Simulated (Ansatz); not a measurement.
For YSi (model structure, started from the CsCl type, Pm-3m, No. 221, 2 atoms in the cell), PBE-D3(BJ) (Ansatz, an electronic-structure program, plane waves, PAW) gives:

- equilibrium lattice constant a = 3.493 Å
- formation enthalpy = -0.493 eV/atom

**Question.** What does r²SCAN in Ansatz (PAW) give for the same quantities?

**Answer.** 
- lattice constant a: 3.544 Å (grows by 1.5 %)
- formation enthalpy: -0.440 eV/atom (moves by +0.053 eV/atom)

Changes are worked out from the printed values.

Unless a cell is named, each level is at its own relaxed cell (PBE-D3(BJ) 21.31, r²SCAN 22.25 Å³/atom).

The crystal itself was run without spin with PBE-D3(BJ), r²SCAN; a magnetic state was not tried in these runs.

Ansatz's density-functional and Hartree–Fock values are scalar-relativistic unless marked +SOC, with PAW data made under PBE.

A model structure was made by putting elements into a prototype or built by hand; it is no filed structure, need not be a known phase, and can be a saddle point held by its symmetry.
